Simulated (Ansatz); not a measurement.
SiC: point defects

The parent structure is a 16-atom supercell of SiC (space group P6_3mc, No. 186) at its relaxed geometry.

```
CELL_PARAMETERS angstrom
      4.64118    -2.67959     0.00000
      1.54706     2.67959     0.00000
      0.00000     0.00000    10.12917
ATOMIC_POSITIONS crystal
  Si 0.00000 0.00000 0.00031
  Si 0.50000 0.50000 0.00031
  Si 0.00000 0.00000 0.50031
  Si 0.50000 0.50000 0.50031
  Si 0.16667 0.50000 0.75025
  Si 0.66667 0.00000 0.75025
  Si 0.83333 0.50000 0.25025
  Si 0.33333 0.00000 0.25025
  C  0.00000 0.00000 0.81285
  C  0.50000 0.50000 0.81285
  C  0.00000 0.00000 0.31285
  C  0.50000 0.50000 0.31285
  C  0.16667 0.50000 0.56221
  C  0.66667 0.00000 0.56221
  C  0.83333 0.50000 0.06221
  C  0.33333 0.00000 0.06221
```

One neutral defect a cell, atoms relaxed at fixed cell.

Level of theory: Kohn–Sham DFT with the PBE functional, run in Ansatz (an electronic-structure program) with PAW and 420 eV plane waves, no SOC, earlier PAW set.

```csv
variant,largest displacement of a host atom from its site in the perfect cell,pressure
perfect supercell,–,0.0 GPa
"H interstitial (started 1.98 Å from the nearest host atom), symmetric start",0.05 Å,2.4 GPa
Re on a Si site,0.15 Å,___
"Pb on a C site, symmetric start",0.61 Å,30.3 GPa
"C interstitial (started 1.98 Å from the nearest host atom), symmetric start",0.54 Å,13.8 GPa
C on a Si site (antisite),___,___
```

Complete the table.


- Re on a Si site, pressure: 7.4 GPa
- C on a Si site (antisite), largest displacement of a host atom from its site in the perfect cell: 0.21 Å
- C on a Si site (antisite), pressure: -11.2 GPa

The magnetic state is the one reached from the starting moments; the real material's order can differ, and small cells can't hold many antiferromagnetic ones. The cell is small, so the values are those of an ordered compound at a high defect concentration; dilute-limit values will differ. A case with no gap was solved on a k-mesh chosen for an insulator, which is coarse for it. Defects with a symmetric start kept the site's symmetry and may sit on a saddle; the others started slightly shaken. Starting moments died away, wholly or in part, for Re on a Si site, Pb on a C site, C interstitial (started 1.98 Å from the nearest host atom) and C on a Si site (antisite); another magnetic solution may exist.
